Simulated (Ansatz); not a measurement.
**MgSe (Fm-3m): band-edge transport data**

Consider the following.

```yaml
crystal:
  lattice:
    - [0.00000, 2.72489, 2.72489]
    - [2.72489, 0.00000, 2.72489]
    - [2.72489, 2.72489, 0.00000]
  atoms:
    - { symbol: Mg, position: [0.00000, 0.00000, 0.00000] }
    - { symbol: Se, position: [0.50000, 0.50000, 0.50000] }
```

Method: PBEsol with spin-orbit coupling, rigid bands (plane waves, PAW; Ansatz, a quantum-chemistry and plane-wave program). How the cell was made: cell and atoms relaxed with PBEsol.

| Quantity | Value |
|---|---|
| band gap | 1.64 eV |
| electron conductivity mass (300 K, dilute) | 0.29 mₑ |
| hole conductivity mass (300 K, dilute) | 0.95 mₑ |
| effective density of states N_c (300 K) | 1.3e19 cm⁻³ |
| effective density of states N_v (300 K) | 4.9e19 cm⁻³ |
| density-of-states mass, electrons | 0.63 mₑ |
| density-of-states mass, holes | 1.57 mₑ |
| Seebeck coefficient, n-type 1e19 cm⁻³, 300 K | -241 μV/K |
| best n-type power factor at 300 K for τ = 10 fs (best axis; densities from 1e16 to 1e21 cm⁻³ tried, whether or not they can be reached) | 7.0 μW/(cm·K²) at 3e19 cm⁻³ |
| Seebeck coefficient, p-type 1e19 cm⁻³, 300 K | 361 μV/K |

Rigid bands; masses and Seebeck coefficients take one relaxation time τ for all states and one kind of carrier; polarons and phonon drag are left out.
